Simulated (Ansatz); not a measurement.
# The (111)A surface of zinc-blende InSb, In-terminated, 2x2 with 2 H on 4 top atoms (bottom of the slab: 3 H on 4 bottom sites)

Computed with PBE (plane waves to 420 eV, PAW; Ansatz, a quantum-chemistry and plane-wave program).

Model: 37-atom slab, 16.0 Å thick at the start with caps and adatoms, 3x3x1 mesh, Fermi-Dirac 0.025 eV, dipole correction, 8 atoms held, the rest relaxed; start symmetry kept, larger cells not searched; spin-polarised, no spin-orbit, no U. The slab shows no gap over 0.04 eV on its mesh. The starting moment vanished. It is one candidate, not shown to be the stable structure of the face.

```
Item                                                    Value
-----------------------------  ------------------------------
work function of the top face                         3.78 eV
energy released by relaxation                         0.82 eV
cost                           around 90 core-minutes (rough)
```
